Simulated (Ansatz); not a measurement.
Base system: CdSe in the zinc blende structure (space group F-43m, No. 216).

```xyz
2
Lattice="0.0000 3.0982 3.0982 3.0982 0.0000 3.0982 3.0982 3.0982 0.0000" Properties=species:S:1:pos:R:3 pbc="T T T"
Se     4.6473     4.6473     4.6473
Cd     0.0000     0.0000     0.0000
```

All numbers come from Kohn–Sham DFT with the PBE functional, run in Ansatz (a quantum-chemistry and plane-wave program) with PAW and 420 eV plane waves, no spin-orbit coupling, earlier PAW set.

Base values:

The band gap comes out as 0.49 eV and the gap character is direct at Γ.

Modification: Zn takes the place of Cd on all its sites; the structure is relaxed again.

Tabulated Pauling electronegativity and covalent radius: Cd 1.69, 1.44 Å; Zn 1.65, 1.22 Å.

What does the calculation give for the band gap and gap character after the change?

The band gap goes up by 0.66 eV to 1.15 eV; the gap character remains direct at Γ.

Stability against distortions was not tested.
